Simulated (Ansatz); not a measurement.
Take GaN in the zinc blende structure (space group F-43m, No. 216; a = 4.5485 Å) as the base.

(Cell as relaxed with PBE.)

Levels (all Ansatz, a program for electronic structure, PAW): PBE (420 eV, no spin-orbit coupling); r2SCAN (500 eV, without spin-orbit coupling).

Each level relaxes its own structure.

| base | PBE | r2SCAN |
|---|---|---|
| volume per atom | 11.76 Å³ | 11.37 Å³ |
| lattice parameter a | 8.595 bohr | 8.500 bohr |
| band gap | 1.54 eV | 2.17 eV |

Modification: cell and atoms relaxed at a pressure of 0.7 GPa.

| quantity | PBE | r2SCAN |
|---|---|---|
| hole mass (degenerate bands, along [100]) | 0.15, 0.89, 0.89 mₑ (at Γ) | 0.18, 0.86, 0.86 mₑ (at Γ) |
| shortest interatomic distance | 3.717 bohr | 3.676 bohr |
| electron mass | 0.14 mₑ (at Γ) | 0.17 mₑ (at Γ) |

PBE's shortest interatomic distance lies 0.041 bohr above r2SCAN's (1.1 %). Neither level is exact; r2SCAN is the comparison here, not a measurement.

Load acts through the strain it causes; cell and atoms are relaxed under it. Masses are band curvatures over ±0.01 Å⁻¹ around the edge. No phonon test of stability was made. This is not the structure that GaN has at room temperature and ambient pressure.
